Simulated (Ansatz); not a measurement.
L1₂ (Cu3Au-type) Pt₃Ti, treated with r²SCAN+rVV10 in Ansatz (PAW).

Run with plane-wave cutoff 560 eV, 14×14×14 k mesh, Fermi–Dirac smearing 0.05 eV, no spin polarisation, scalar-relativistic PAW data made under PBE.

Energies at three volumes about the minimum:

```tsv
V (Å³/atom)	E − E_lowest (meV/atom)
14.621	5.16
14.919	0.00
15.218	4.82
```

Question: Fit a parabola by hand: where is the minimum, what lattice constant follows, and what is the bulk modulus?

Answer: Slopes: (0.00 − 5.16)/(14.919 − 14.621) = -17.315 and (4.82 − 0.00)/(15.218 − 14.919) = 16.120 meV/Å³. Curvature E″ = 2 × (16.120 − (-17.315))/(15.218 − 14.621) = 112.010 meV/Å⁶. From the middle of the first interval, the slope vanishes at V0 = 14.7700 − (-17.315)/112.010 = 14.925 Å³/atom. B = V0 E″ = 14.925 × 112.010 meV/Å³ × 0.1602 GPa per meV/Å³ = 268 GPa. With 4 atoms in the cube, a = (4 × 14.925)^(1/3) = 3.908 Å. The full Birch–Murnaghan fit to all volumes gives V0 = 14.918 Å³/atom and B0 = 267 GPa.

Measured, for comparison: lattice constant a 3.916 Å (temperature not stated, no zero-point or thermal correction; as tabulated in Molecular Dynamics Simulations of PtTi High-Temperature Shape Memory Alloys …).

Ansatz is a program for electronic structure.
